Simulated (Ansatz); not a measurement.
Si well of 16 atomic layers along [001] in random Si0.7Ge0.3, interfaces graded over 8 layers

Prepared with Tersoff's 1989 multicomponent potential (SiCGe.tersoff) run with LAMMPS: minimisation. Geometry as solved with PBE, support functions at accuracy medium on the grid of 370 eV (Ansatz, an electronic-structure program).

```xyz
720
Lattice="16.67 0.00 0.00 0.00 16.67 0.00 0.00 0.00 55.01" Properties=species:S:1:pos:R:3 pbc="T T T"
Si    -0.01    -0.02     0.05
Ge     1.40     1.41     1.39
Si     2.83     2.78     0.00
Si     4.15     4.14     1.41
Ge     2.81    -0.04     2.83
Si     4.22     1.40     4.18
Si     0.00     2.82     2.78
Si     1.36     4.21     4.13
Si    -0.04    -0.04     5.53
Ge     1.33     1.40     6.92
Ge     2.79     2.82     5.52
Si     4.19     4.17     6.99
Ge     2.83     0.02     8.32
Si     4.23     1.42     9.70
Si    -0.05     2.83     8.29
Ge     1.36     4.21     9.68
Si    -0.01     0.04    11.14
Si     1.36     1.40    12.50
Ge     2.78     2.75    11.09
Ge     4.19     4.18    12.52
Ge     2.77     0.00    13.90
Si     4.19     1.41    15.28
Si     0.01     2.81    13.84
Si     1.39     4.16    15.24
Si     0.01    -0.02    16.64
Si     1.39     1.40    17.97
Si     2.78     2.79    16.61
Si     4.16     4.17    17.99
Si     2.78     0.01    19.34
Si     4.17     1.39    20.70
Si     0.00     2.78    19.34
Si     1.39     4.17    20.69
Si     0.00     0.00    22.05
Si     1.39     1.39    23.40
Si     2.78     2.78    22.05
Si     4.17     4.17    23.41
Si     2.78     0.00    24.76
Si     4.17     1.39    26.12
Si     0.00     2.78    24.76
Si     1.39     4.17    26.11
Si    -0.01     0.00    27.46
Si     1.36     1.41    28.80
Si     2.78     2.79    27.46
Si     4.17     4.17    28.82
Ge     2.78    -0.01    30.17
Si     4.19     1.42    31.54
Si    -0.01     2.79    30.19
Si     1.39     4.17    31.54
Si     0.00     0.00    32.91
Si     1.38     1.40    34.27
Si     2.78     2.78    32.90
Si     4.19     4.15    34.23
Si     2.76     0.01    35.64
Si     4.19     1.37    36.97
Si    -0.02     2.79    35.61
Si     1.35     4.18    36.97
Ge    -0.01    -0.01    38.35
Si     1.37     1.41    39.76
Ge     2.78     2.79    38.36
Si     4.19     4.19    39.75
Ge     2.81     0.02    41.09
Si     4.20     1.44    42.49
Si     0.02     2.76    41.16
Si     1.39     4.17    42.50
Si    -0.01     0.04    43.90
Si     1.38     1.44    45.22
Si     2.80     2.80    43.87
Si     4.17     4.17    45.26
Ge     2.74     0.02    46.64
Ge     4.19     1.41    48.07
Si     0.04     2.84    46.59
Si     1.43     4.17    47.99
Si     0.04     0.02    49.40
Si     1.39     1.42    50.77
Si     2.76     2.82    49.43
Si     4.19     4.13    50.81
Ge     2.81     0.04    52.18
Si     4.19     1.45    53.59
Si     0.03     2.74    52.20
Ge     1.40     4.13    53.61
Ge    -0.04     5.56     0.02
Si     1.40     6.94     1.39
Ge     2.81     8.33    -0.01
Si     4.22     9.74     1.37
Si     2.75     5.54     2.74
Ge     4.15     6.97     4.12
Ge    -0.02     8.32     2.81
Si     1.37     9.74     4.19
Si    -0.03     5.52     5.53
Ge     1.39     6.94     6.92
Si     2.76     8.38     5.53
Si     4.14     9.72     6.92
Si     2.82     5.57     8.33
Si     4.16     6.92     9.75
Si    -0.03     8.31     8.33
Ge     1.41     9.68     9.71
Si    -0.03     5.59    11.11
Si     1.38     6.95    12.49
Si     2.81     8.30    11.13
Si     4.17     9.71    12.49
Si     2.73     5.56    13.87
Ge     4.16     6.96    15.25
Si     0.04     8.31    13.91
Si     1.40     9.73    15.27
Si     0.00     5.54    16.62
Si     1.38     6.94    17.98
Si     2.76     8.36    16.66
Si     4.17     9.74    17.99
Si     2.77     5.56    19.34
Si     4.16     6.95    20.70
Si     0.00     8.33    19.35
Si     1.39     9.71    20.71
Si     0.00     5.56    22.05
Si     1.39     6.94    23.41
Si     2.78     8.33    22.06
Si     4.17     9.72    23.41
Si     2.78     5.56    24.76
Si     4.17     6.95    26.12
Si     0.00     8.33    24.76
Si     1.39     9.72    26.12
Si     0.00     5.55    27.47
Si     1.39     6.94    28.82
Si     2.78     8.33    27.47
Si     4.18     9.72    28.82
Si     2.78     5.56    30.18
Si     4.17     6.94    31.54
Si    -0.03     8.31    30.15
Ge     1.39     9.73    31.53
Si    -0.01     5.56    32.88
Si     1.36     6.98    34.23
Si     2.80     8.32    32.91
Si     4.17     9.72    34.27
Ge     2.78     5.57    35.60
Si     4.18     6.97    37.01
Si    -0.01     8.35    35.61
Si     1.39     9.71    36.99
Si     0.01     5.59    38.33
Si     1.39     6.94    39.72
Si     2.77     8.33    38.36
Si     4.13     9.74    39.69
Si     2.75     5.53    41.09
Ge     4.15     6.91    42.52
Si     0.00     8.32    41.09
Si     1.41     9.69    42.45
Si     0.00     5.56    43.86
Si     1.40     6.91    45.24
Si     2.74     8.33    43.89
Si     4.16     9.66    45.25
Si     2.79     5.56    46.62
Si     4.13     6.96    48.01
Ge    -0.02     8.31    46.63
Si     1.37     9.70    48.06
Ge     0.02     5.58    49.39
Si     1.44     6.96    50.77
Si     2.78     8.35    49.40
Si     4.12     9.71    50.82
Ge     2.82     5.56    52.18
Si     4.20     6.93    53.61
Ge     0.04     8.31    52.20
Si     1.42     9.74    53.60
Ge     0.01    11.12    -0.01
Si     1.38    12.55     1.38
Si     2.81    13.86     0.01
Si     4.17    15.24     1.38
Ge     2.76    11.10     2.75
Ge     4.17    12.55     4.16
Si     0.01    13.90     2.79
Si     1.36    15.25     4.20
Si     0.00    11.12     5.55
Si     1.40    12.47     6.92
Si     2.74    13.91     5.58
Si     4.16    15.29     6.88
Si     2.77    11.09     8.28
Ge     4.17    12.45     9.71
Ge    -0.03    13.88     8.30
Ge     1.38    15.31     9.75
Ge     0.00    11.16    11.13
Si     1.40    12.50    12.58
Ge     2.79    13.88    11.17
Si     4.20    15.27    12.53
Si     2.79    11.08    13.88
Si     4.20    12.47    15.22
Si    -0.01    13.87    13.92
Si     1.35    15.27    15.26
Si     0.00    11.11    16.62
Si     1.37    12.48    18.00
Ge     2.79    13.87    16.61
Si     4.17    15.33    17.98
Si     2.77    11.10    19.36
Si     4.14    12.48    20.72
Si    -0.01    13.89    19.34
Si     1.39    15.28    20.69
Si     0.00    11.11    22.05
Si     1.38    12.50    23.41
Si     2.77    13.90    22.06
Si     4.17    15.28    23.41
Si     2.78    11.11    24.76
Si     4.17    12.50    26.11
Si     0.00    13.89    24.76
Si     1.39    15.29    26.11
Si     0.00    11.12    27.47
Si     1.39    12.51    28.81
Si     2.78    13.89    27.45
Si     4.19    15.25    28.80
Si     2.81    11.14    30.15
Si     4.18    12.50    31.53
Si    -0.01    13.89    30.18
Si     1.36    15.26    31.56
Si    -0.03    11.13    32.92
Si     1.38    12.49    34.27
Si     2.75    13.85    32.88
Ge     4.18    15.28    34.25
Si     2.77    11.10    35.62
Si     4.16    12.49    36.98
Si     0.00    13.89    35.63
Si     1.42    15.26    36.98
Si     0.00    11.10    38.34
Si     1.37    12.49    39.71
Si     2.79    13.87    38.35
Si     4.19    15.27    39.69
Si     2.74    11.09    41.06
Ge     4.14    12.51    42.44
Si    -0.02    13.86    41.07
Ge     1.35    15.27    42.50
Ge    -0.04    11.08    43.81
Ge     1.36    12.52    45.26
Si     2.77    13.89    43.87
Ge     4.20    15.29    45.22
Ge     2.78    11.07    46.66
Ge     4.20    12.56    48.03
Si    -0.02    13.93    46.67
Si     1.37    15.28    48.05
Si     0.01    11.11    49.37
Ge     1.44    12.47    50.79
Si     2.79    13.95    49.42
Si     4.20    15.27    50.80
Si     2.81    11.08    52.23
Si     4.17    12.49    53.61
Ge    -0.02    13.86    52.22
Ge     1.41    15.28    53.66
Ge     5.51     0.01    -0.01
Ge     6.97     1.42     1.39
Si     8.34     2.78    -0.07
Ge     9.72     4.16     1.37
Si     8.40     0.01     2.78
Si     9.74     1.38     4.17
Si     5.56     2.80     2.80
Si     6.97     4.14     4.16
Si     5.56     0.04     5.58
Si     6.95     1.40     6.95
Si     8.33     2.74     5.53
Ge     9.72     4.15     6.94
Si     8.38     0.05     8.30
Si     9.74     1.40     9.72
Si     5.59     2.80     8.34
Si     6.96     4.17     9.73
Ge     5.58     0.03    11.14
Si     6.98     1.43    12.53
Si     8.34     2.77    11.10
Si     9.71     4.12    12.48
Si     8.32     0.02    13.90
Si     9.72     1.38    15.26
Si     5.59     2.77    13.92
Si     6.94     4.14    15.30
Si     5.57     0.01    16.62
Si     6.96     1.39    17.99
Si     8.35     2.77    16.63
Si     9.72     4.16    18.00
Si     8.35     0.01    19.35
Si     9.73     1.39    20.70
Si     5.56     2.78    19.34
Si     6.94     4.17    20.69
Si     5.56     0.01    22.06
Si     6.95     1.40    23.41
Si     8.33     2.78    22.05
Si     9.72     4.17    23.41
Si     8.34     0.00    24.76
Si     9.73     1.39    26.12
Si     5.56     2.78    24.77
Si     6.95     4.17    26.12
Si     5.57     0.00    27.46
Si     6.95     1.39    28.82
Si     8.34     2.78    27.47
Si     9.73     4.17    28.82
Si     8.34     0.00    30.17
Si     9.73     1.39    31.53
Si     5.56     2.79    30.17
Si     6.96     4.18    31.52
Si     5.58     0.02    32.86
Si     6.94     1.41    34.22
Si     8.34     2.79    32.88
Si     9.72     4.18    34.24
Ge     8.33    -0.01    35.61
Si     9.71     1.44    36.98
Si     5.56     2.77    35.61
Si     6.94     4.16    36.98
Si     5.57     0.00    38.35
Si     6.95     1.39    39.73
Si     8.32     2.80    38.36
Si     9.73     4.16    39.73
Si     8.33     0.01    41.10
Si     9.72     1.41    42.46
Si     5.58     2.79    41.10
Si     6.96     4.15    42.49
Si     5.57     0.03    43.81
Ge     6.96     1.40    45.24
Si     8.38     2.81    43.84
Si     9.73     4.18    45.24
Si     8.33     0.02    46.69
Si     9.71     1.43    48.01
Si     5.55     2.80    46.62
Ge     6.99     4.16    47.99
Si     5.60    -0.02    49.46
Si     6.97     1.40    50.82
Si     8.36     2.77    49.44
Si     9.73     4.16    50.81
Si     8.35     0.05    52.20
Si     9.72     1.41    53.59
Si     5.58     2.78    52.19
Si     6.97     4.15    53.55
Ge     5.58     5.52     0.01
Si     6.95     6.92     1.43
Ge     8.33     8.27    -0.02
Ge     9.70     9.74     1.40
Si     8.32     5.55     2.81
Si     9.70     6.90     4.22
Si     5.59     8.35     2.74
Si     6.98     9.68     4.15
Ge     5.60     5.55     5.58
Si     6.99     6.97     6.96
Si     8.35     8.32     5.55
Si     9.74     9.69     6.91
Si     8.32     5.56     8.34
Si     9.72     6.93     9.67
Ge     5.53     8.34     8.34
Si     6.91     9.74     9.73
Si     5.58     5.56    11.09
Si     6.91     6.94    12.48
Ge     8.32     8.32    11.07
Ge     9.71     9.77    12.50
Ge     8.32     5.54    13.88
Si     9.71     6.95    15.30
Si     5.58     8.35    13.84
Si     6.95     9.72    15.24
Si     5.57     5.54    16.65
Si     6.94     6.95    17.98
Si     8.32     8.34    16.62
Si     9.72     9.72    17.98
Si     8.33     5.56    19.34
Si     9.72     6.95    20.70
Si     5.55     8.34    19.34
Si     6.94     9.73    20.69
Si     5.55     5.56    22.05
Si     6.94     6.95    23.40
Si     8.33     8.34    22.05
Si     9.72     9.73    23.40
Si     8.33     5.56    24.76
Si     9.72     6.95    26.11
Si     5.56     8.33    24.76
Si     6.95     9.72    26.11
Si     5.56     5.56    27.47
Si     6.95     6.95    28.83
Si     8.34     8.34    27.47
Si     9.73     9.72    28.83
Si     8.34     5.57    30.18
Si     9.73     6.95    31.54
Si     5.56     8.34    30.19
Si     6.95     9.72    31.55
Si     5.57     5.55    32.89
Si     6.95     6.94    34.26
Si     8.34     8.34    32.91
Si     9.73     9.72    34.26
Si     8.33     5.55    35.62
Si     9.73     6.95    36.96
Si     5.56     8.33    35.62
Si     6.94     9.73    36.97
Si     5.53     5.54    38.33
Ge     6.98     6.92    39.69
Si     8.35     8.34    38.30
Ge     9.74     9.73    39.71
Si     8.35     5.51    41.11
Ge     9.75     6.92    42.49
Ge     5.55     8.37    41.10
Si     6.99     9.72    42.50
Si     5.59     5.51    43.89
Si     6.95     6.92    45.25
Si     8.31     8.30    43.87
Ge     9.76     9.68    45.23
Si     8.38     5.58    46.61
Si     9.75     6.93    48.03
Si     5.53     8.27    46.60
Ge     6.93     9.65    48.02
Ge     5.55     5.58    49.42
Si     7.01     6.93    50.81
Si     8.37     8.29    49.42
Si     9.69     9.73    50.79
Si     8.35     5.53    52.19
Si     9.72     6.89    53.58
Ge     5.56     8.31    52.18
Ge     6.94     9.77    53.60
Si     5.54    11.16     0.01
Si     6.91    12.49     1.42
Ge     8.35    13.87     0.02
Si     9.75    15.30     1.40
Si     8.28    11.12     2.79
Ge     9.73    12.52     4.16
Si     5.57    13.92     2.74
Ge     6.96    15.31     4.16
Ge     5.60    11.09     5.55
Si     7.01    12.51     6.92
Si     8.35    13.92     5.58
Si     9.72    15.33     6.91
Ge     8.36    11.10     8.34
Si     9.74    12.51     9.75
Ge     5.57    13.90     8.27
Ge     7.02    15.29     9.70
Si     5.57    11.09    11.14
Si     6.94    12.50    12.50
Si     8.35    13.85    11.11
Ge     9.73    15.29    12.50
Si     8.31    11.15    13.90
Si     9.73    12.52    15.25
Si     5.58    13.89    13.88
Si     6.94    15.29    15.25
Si     5.56    11.10    16.60
Si     6.97    12.48    17.94
Si     8.35    13.91    16.61
Si     9.73    15.29    17.98
Si     8.34    11.11    19.33
Si     9.73    12.51    20.69
Ge     5.57    13.89    19.34
Si     6.98    15.30    20.73
Si     5.56    11.11    22.06
Si     6.95    12.50    23.40
Si     8.35    13.89    22.06
Si     9.73    15.28    23.41
Si     8.34    11.12    24.76
Si     9.73    12.50    26.12
Si     5.56    13.89    24.76
Si     6.95    15.28    26.11
Si     5.56    11.11    27.46
Si     6.95    12.50    28.83
Si     8.34    13.89    27.47
Si     9.73    15.28    28.82
Si     8.34    11.11    30.18
Si     9.72    12.50    31.54
Si     5.57    13.89    30.18
Si     6.96    15.29    31.52
Si     5.56    11.11    32.90
Si     6.95    12.50    34.26
Si     8.33    13.89    32.89
Si     9.75    15.26    34.22
Si     8.34    11.11    35.62
Si     9.73    12.51    36.97
Si     5.58    13.86    35.65
Si     6.94    15.25    37.01
Si     5.53    11.09    38.32
Ge     6.94    12.49    39.72
Si     8.37    13.90    38.35
Si     9.70    15.28    39.75
Si     8.33    11.09    41.13
Ge     9.73    12.51    42.49
Si     5.56    13.94    41.08
Si     6.94    15.31    42.46
Ge     5.56    11.10    43.89
Si     6.94    12.56    45.25
Si     8.29    13.92    43.85
Ge     9.71    15.31    45.25
Ge     8.32    11.13    46.62
Ge     9.74    12.52    48.08
Si     5.62    13.94    46.64
Si     6.96    15.30    48.05
Ge     5.57    11.11    49.48
Si     6.97    12.52    50.85
Si     8.30    13.93    49.46
Si     9.65    15.31    50.81
Si     8.36    11.13    52.18
Si     9.71    12.48    53.59
Si     5.53    13.86    52.19
Ge     6.94    15.28    53.56
Si    11.06     0.05     0.02
Si    12.46     1.37     1.41
Ge    13.85     2.81     0.03
Si    15.26     4.18     1.46
Si    13.86    -0.02     2.75
Ge    15.25     1.40     4.16
Si    11.12     2.76     2.81
Si    12.48     4.16     4.18
Si    11.12     0.00     5.53
Si    12.46     1.40     6.92
Si    13.84     2.79     5.57
Si    15.25     4.17     6.91
Ge    13.87    -0.02     8.30
Ge    15.28     1.43     9.74
Si    11.13     2.75     8.35
Si    12.53     4.14     9.69
Si    11.12     0.03    11.09
Si    12.48     1.40    12.48
Si    13.87     2.81    11.14
Si    15.29     4.18    12.48
Si    13.83     0.00    13.87
Ge    15.27     1.39    15.24
Si    11.08     2.74    13.85
Ge    12.49     4.17    15.24
Si    11.11     0.00    16.62
Si    12.50     1.38    17.99
Si    13.88     2.78    16.66
Si    15.28     4.17    17.99
Si    13.89     0.00    19.35
Si    15.28     1.39    20.69
Si    11.12     2.78    19.35
Si    12.51     4.16    20.70
Si    11.11     0.00    22.05
Si    12.50     1.39    23.40
Si    13.89     2.78    22.05
Si    15.28     4.17    23.40
Si    13.89     0.00    24.76
Si    15.28     1.39    26.11
Si    11.11     2.78    24.76
Si    12.50     4.17    26.11
Si    11.12     0.00    27.47
Si    12.51     1.39    28.83
Si    13.89     2.78    27.47
Si    15.27     4.17    28.83
Si    13.90     0.00    30.18
Si    15.28     1.39    31.55
Si    11.11     2.78    30.18
Si    12.50     4.17    31.54
Si    11.12     0.00    32.88
Si    12.49     1.39    34.24
Si    13.89     2.79    32.89
Si    15.28     4.18    34.24
Si    13.91     0.02    35.58
Si    15.26     1.40    36.95
Si    11.09     2.78    35.59
Ge    12.50     4.19    36.98
Ge    11.09     0.04    38.38
Si    12.51     1.44    39.75
Si    13.89     2.75    38.35
Ge    15.32     4.15    39.72
Ge    13.90     0.01    41.12
Si    15.29     1.42    42.53
Si    11.12     2.80    41.11
Si    12.49     4.16    42.52
Si    11.11     0.05    43.84
Si    12.47     1.44    45.21
Si    13.89     2.80    43.88
Si    15.28     4.19    45.25
Ge    13.89     0.02    46.57
Ge    15.33     1.42    48.00
Si    11.09     2.79    46.62
Si    12.46     4.19    47.98
Ge    11.07     0.01    49.42
Si    12.44     1.43    50.82
Ge    13.84     2.81    49.41
Ge    15.28     4.18    50.87
Ge    13.85     0.04    52.18
Ge    15.31     1.39    53.63
Si    11.09     2.80    52.21
Si    12.47     4.18    53.57
Si    11.10     5.54    -0.06
Ge    12.51     6.89     1.38
Ge    13.92     8.36    -0.02
Si    15.28     9.75     1.41
Si    13.89     5.52     2.83
Si    15.25     6.91     4.20
Ge    11.09     8.30     2.83
Ge    12.56     9.73     4.22
Si    11.14     5.56     5.55
Si    12.51     6.93     6.95
Si    13.93     8.30     5.61
Si    15.33     9.70     6.92
Si    13.89     5.54     8.32
Si    15.28     6.91     9.68
Si    11.08     8.29     8.28
Ge    12.44     9.72     9.70
Ge    11.12     5.53    11.09
Si    12.52     6.90    12.51
Ge    13.88     8.29    11.10
Ge    15.28     9.72    12.56
Si    13.93     5.56    13.86
Si    15.32     6.92    15.23
Ge    11.14     8.32    13.91
Si    12.50     9.78    15.27
Si    11.08     5.57    16.65
Si    12.48     6.93    18.01
Ge    13.91     8.34    16.62
Si    15.31     9.74    18.01
Si    13.89     5.56    19.35
Si    15.28     6.95    20.70
Si    11.11     8.34    19.34
Si    12.50     9.73    20.69
Si    11.11     5.56    22.05
Si    12.50     6.95    23.40
Si    13.89     8.34    22.05
Si    15.28     9.73    23.41
Si    13.89     5.56    24.76
Si    15.28     6.95    26.12
Si    11.11     8.34    24.76
Si    12.50     9.73    26.11
Si    11.11     5.56    27.46
Si    12.50     6.95    28.82
Si    13.88     8.34    27.46
Si    15.27     9.73    28.82
Si    13.88     5.56    30.18
Si    15.27     6.94    31.53
Si    11.11     8.33    30.18
Si    12.50     9.72    31.53
Si    11.11     5.57    32.90
Si    12.51     6.96    34.25
Si    13.89     8.34    32.89
Si    15.27     9.73    34.26
Si    13.92     5.59    35.60
Si    15.29     6.97    36.98
Si    11.13     8.34    35.62
Si    12.51     9.74    36.98
Si    11.08     5.59    38.38
Si    12.49     6.98    39.71
Si    13.89     8.34    38.35
Si    15.29     9.71    39.72
Ge    13.87     5.58    41.13
Si    15.31     6.97    42.51
Si    11.16     8.35    41.11
Si    12.53     9.72    42.48
Si    11.15     5.53    43.91
Si    12.52     6.93    45.25
Si    13.89     8.32    43.87
Si    15.25     9.69    45.23
Si    13.88     5.55    46.63
Si    15.22     6.93    48.02
Si    11.15     8.28    46.66
Si    12.47     9.67    48.05
Si    11.11     5.53    49.41
Si    12.50     6.90    50.78
Si    13.85     8.29    49.40
Ge    15.26     9.73    50.78
Si    13.85     5.58    52.23
Si    15.26     6.94    53.58
Ge    11.10     8.32    52.19
Si    12.52     9.73    53.58
Ge    11.15    11.14    -0.02
Si    12.52    12.51     1.44
Ge    13.92    13.88     0.03
Si    15.30    15.29     1.44
Si    13.92    11.14     2.78
Si    15.29    12.51     4.16
Si    11.14    13.92     2.76
Si    12.50    15.29     4.15
Si    11.12    11.12     5.59
Si    12.50    12.53     6.89
Si    13.88    13.89     5.50
Si    15.25    15.26     6.88
Ge    13.90    11.12     8.28
Si    15.24    12.53     9.73
Ge    11.10    13.92     8.32
Si    12.49    15.29     9.75
Si    11.12    11.17    11.12
Si    12.51    12.52    12.50
Si    13.85    13.89    11.09
Ge    15.26    15.27    12.50
Si    13.87    11.16    13.91
Si    15.27    12.51    15.27
Si    11.14    13.87    13.89
Si    12.49    15.28    15.26
Si    11.10    11.13    16.63
Si    12.50    12.51    17.98
Si    13.89    13.91    16.62
Si    15.28    15.28    17.99
Si    13.89    11.12    19.34
Si    15.28    12.51    20.70
Si    11.11    13.90    19.34
Si    12.50    15.28    20.70
Si    11.11    11.12    22.05
Si    12.50    12.50    23.41
Si    13.89    13.89    22.06
Si    15.28    15.28    23.40
Si    13.89    11.12    24.76
Si    15.28    12.51    26.12
Si    11.12    13.89    24.77
Si    12.51    15.28    26.12
Si    11.11    11.11    27.47
Si    12.50    12.50    28.83
Si    13.89    13.89    27.47
Si    15.28    15.28    28.82
Si    13.89    11.11    30.18
Si    15.27    12.51    31.54
Si    11.11    13.89    30.18
Si    12.51    15.28    31.53
Si    11.11    11.11    32.89
Si    12.51    12.49    34.24
Si    13.89    13.90    32.90
Si    15.29    15.28    34.25
Si    13.89    11.12    35.62
Si    15.29    12.49    36.98
Si    11.10    13.86    35.58
Ge    12.52    15.26    36.97
Si    11.14    11.15    38.33
Si    12.50    12.50    39.72
Si    13.92    13.85    38.37
Si    15.27    15.24    39.73
Si    13.88    11.09    41.07
Si    15.25    12.49    42.41
Si    11.13    13.92    41.09
Si    12.46    15.30    42.49
Si    11.17    11.09    43.85
Si    12.48    12.48    45.25
Ge    13.89    13.89    43.85
Si    15.32    15.29    45.24
Ge    13.88    11.09    46.66
Si    15.31    12.50    48.02
Si    11.11    13.86    46.60
Ge    12.51    15.24    48.01
Si    11.11    11.05    49.42
Ge    12.51    12.47    50.79
Si    13.92    13.85    49.38
Ge    15.28    15.29    50.76
Si    13.88    11.10    52.23
Si    15.25    12.47    53.59
Ge    11.05    13.91    52.19
Ge    12.45    15.31    53.65
```
